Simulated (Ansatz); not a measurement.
Consider interstitial Zn in anatase TiO2, charge state +2. Level of theory: PBE, PAW (plane waves to 420 eV; Ansatz, a first-principles code).

108-site cell at the relaxed PBE lattice, the Γ point alone, smearing 0.01 eV, spin-restricted, no finite-size correction. Energies are static. The charge state is imposed; whether it is stable for some Fermi level was not computed. Sites that were not tried may lie lower.

Barriers: single points on a 2×2×2 k-point mesh shifted by half a step at the bands' geometries.

Relaxed starting cell (atoms counted from 1):

```xyz
109
Lattice="11.3963 0.0000 0.0000 0.0000 11.3963 0.0000 0.0000 0.0000 9.7007" Properties=species:S:1:pos:R:3 pbc="T T T"
Ti     0.0017     1.8890     2.4094
Ti     0.0018     5.6948     2.4041
Ti     0.0019     9.5005     2.4098
Ti     3.7932     1.8866     2.4547
Ti     3.7600     5.6952     2.4558
Ti     3.7935     9.5032     2.4543
Ti     7.6061     1.8871     2.4543
Ti     7.6401     5.6954     2.4554
Ti     7.6065     9.5038     2.4544
Ti     0.0010    -0.0033    -0.0103
Ti     0.0017     3.7904     0.0035
Ti     0.0011     7.5995     0.0038
Ti     3.7949    -0.0039    -0.0243
Ti     3.6882     3.6826    -0.0104
Ti     3.6876     7.7057    -0.0106
Ti     7.6038    -0.0023    -0.0242
Ti     7.7112     3.6843    -0.0108
Ti     7.7110     7.7073    -0.0103
O      0.0017     1.8964     0.4068
O      0.0021     5.6951     0.4074
O      0.0022     9.4938     0.4067
O      3.7940     1.8758     0.4008
O      3.7894     5.6951     0.3890
O      3.7951     9.5136     0.4013
O      7.6058     1.8765     0.4010
O      7.6095     5.6953     0.3887
O      7.6054     9.5145     0.4011
O      1.8943     1.8879     2.8355
O      1.8887     5.6951     2.8390
O      1.8947     9.5026     2.8358
O      5.6995     1.9077     2.8321
O      5.6994     5.6957     2.7989
O      5.6996     9.4822     2.8323
O      9.5045     1.8877     2.8358
O      9.5105     5.6957     2.8385
O      9.5046     9.5023     2.8355
O      0.0011    -0.0031     1.9975
O      0.0011     3.7962     1.9977
O      0.0014     7.5941     1.9977
O      3.7998    -0.0030     2.0062
O      3.7673     3.7910     1.9857
O      3.7667     7.5989     1.9859
O      7.5988    -0.0027     2.0063
O      7.6320     3.7916     1.9857
O      7.6316     7.5993     1.9856
O      0.0013     1.9005     4.4322
O      0.0013     5.6951     4.4413
O      0.0014     9.4898     4.4319
O      3.7992     1.9008     4.4236
O      3.8026     5.6952     4.4204
O      3.7993     9.4901     4.4240
O      7.5994     1.9005     4.4237
O      7.5961     5.6952     4.4203
O      7.5998     9.4902     4.4238
Ti     1.8931    -0.0023     7.2706
Ti     1.8904     3.7895     7.2255
Ti     1.8904     7.6024     7.2253
Ti     5.6991    -0.0020     7.2759
Ti     5.6985     3.7564     7.2242
Ti     5.6993     7.6370     7.2255
Ti     9.5048    -0.0025     7.2703
Ti     9.5072     3.7890     7.2249
Ti     9.5075     7.6019     7.2256
Ti     1.8854     1.8813     4.8400
Ti     1.8833     5.6959     4.8557
Ti     1.8859     9.5104     4.8400
Ti     5.7001     1.8787     4.8244
Ti     5.7003     5.6962     4.8406
Ti     5.7003     9.5123     4.8241
Ti     9.5145     1.8810     4.8398
Ti     9.5170     5.6958     4.8556
Ti     9.5148     9.5101     4.8401
O      1.9040    -0.0024     5.2478
O      1.9037     3.7955     5.2564
O      1.9038     7.5957     5.2561
O      5.6986    -0.0027     5.2390
O      5.6987     3.7987     5.2600
O      5.6988     7.5924     5.2595
O      9.4933    -0.0027     5.2478
O      9.4932     3.7952     5.2558
O      9.4935     7.5955     5.2562
O      0.0017    -0.0021     7.6827
O      0.0018     3.7963     7.6734
O      0.0017     7.5945     7.6736
O      3.8009    -0.0036     7.6822
O      3.7961     3.7634     7.6947
O      3.7959     7.6294     7.6945
O      7.5989    -0.0024     7.6822
O      7.6037     3.7628     7.6941
O      7.6040     7.6287     7.6949
O      1.8934     1.8906     6.8443
O      1.9141     5.6957     6.8480
O      1.8924     9.5008     6.8443
O      5.7000     1.8847     6.8412
O      5.7006     5.6959     6.8810
O      5.7012     9.5065     6.8417
O      9.5081     1.8904     6.8442
O      9.4869     5.6954     6.8477
O      9.5084     9.5004     6.8441
O      1.9010    -0.0032     9.2732
O      1.8807     3.7889     9.2789
O      1.8806     7.6008     9.2789
O      5.6997    -0.0025     9.2726
O      5.6999     3.7851     9.2909
O      5.6999     7.6032     9.2911
O      9.4985    -0.0032     9.2733
O      9.5188     3.7891     9.2784
O      9.5189     7.6009     9.2791
Zn     5.6993     5.6940    -0.0082
```
Cell charge +2.

End state 1 differs by these moves (Å; atoms that move under 0.08 Å are left out):

```tsv
atom	element	Δx	Δy	Δz
4	Ti	-0.10	-0.10	-0.04
5	Ti	-0.07	0.11	-0.04
7	Ti	0.11	-0.10	-0.04
8	Ti	0.07	0.11	-0.04
14	Ti	0.07	0.11	-0.04
15	Ti	0.11	-0.10	-0.04
17	Ti	-0.07	0.11	-0.04
18	Ti	-0.10	-0.10	-0.04
109	Zn	0.00	-1.90	2.42
```

Give the forward and backward barriers to end state 1 at the level PBE, PAW.

forward 0.56 eV, backward 0.56 eV; at the saddle point atom 109 has neighbours 2 O at 1.95, 4 O at 2.16 Å. The saddle point's order was not checked, and it lies on a symmetry element of the cell, where a band can be held.
